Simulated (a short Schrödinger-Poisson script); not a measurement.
## Gated In0.52Al0.48As/In0.53Ga0.47As δ-doped gas in a quantum well

Stack: gated In0.52Al0.48As/In0.53Ga0.47As δ-doped gas in a quantum well, at 300 K.

```tsv
layer	material	thickness (nm)	Na (cm⁻³)
1	In0.52Al0.48As	15	-
2	In0.52Al0.48As	2	-
3	In0.53Ga0.47As	10	-
4	In0.52Al0.48As	4000	2e15
```

Constants are typed, rounded textbook-type inputs, not results; the design itself was drawn at random and stands for no fabricated device. In0.52Al0.48As: permittivity 12.5, conduction-band edge (eV) 0.52, gap (eV) 1.45, electron mass (mₑ) 0.075, Nv at 300 K (cm⁻³) 1.1e19. In0.53Ga0.47As: permittivity 13.9, conduction-band edge (eV) 0, gap (eV) 0.74, Nv at 300 K (cm⁻³) 7.7e18.

Channel valleys (confinement mass, in-plane density-of-states mass, number): Γ 0.041, 0.041, 1. At the gate the conduction-band edge of layer 1 lies 0.65 eV − eVg above the Fermi level of the channel; the field vanishes at the back. Sheet of ionised δ-doping: +4.5e12 e/cm² at 15 nm from the gate. The barrier under the gate holds no holes. Gaps are held at their typed values at every temperature. Mesh 0.08 nm at interfaces.

From a short Schrödinger-Poisson script (our own, NumPy): 1D Poisson equation in equilibrium, electrons quantum, Hartree (BenDaniel-Duke, 40 states a valley, the channel's in-plane mass for all, wave functions free to enter the barrier), parabolic valleys, classical holes, full ionisation, no traps, pinning or gate leakage.

| Vg (V) | electrons (cm⁻²) | in the channel layer | C (μF/cm²) | Γ E0 (meV) | Γ E1 (meV) |
|---|---|---|---|---|---|
| 0.4 | 3.51e12 | 3.30e12 | 0.530 | -173.8 | -22.0 |
| 0.2 | 2.86e12 | 2.72e12 | 0.515 | -149.3 | 0.3 |
| 0 | 2.23e12 | 2.14e12 | 0.499 | -122.1 | 26.1 |
| -0.2 | 1.62e12 | 1.57e12 | 0.482 | -91.2 | 56.5 |
| -0.4 | 1.03e12 | 1.00e12 | 0.465 | -56.8 | 91.2 |
| -0.6 | 4.74e11 | 4.62e11 | 0.428 | -16.5 | 132.6 |
| -0.8 | 4.52e10 | 4.41e10 | 0.188 | 57.8 | 208.5 |
| -1 | 4.36e7 | 4.26e7 | 0.0185 | 238.6 | 389.4 |

Gate voltages with under 1e6 electrons/cm² are left out.

Subbands count from the Fermi level.

Above a few 1e12 electrons/cm² a light Γ valley is non-parabolic and upper valleys begin to fill, which the model leaves out.
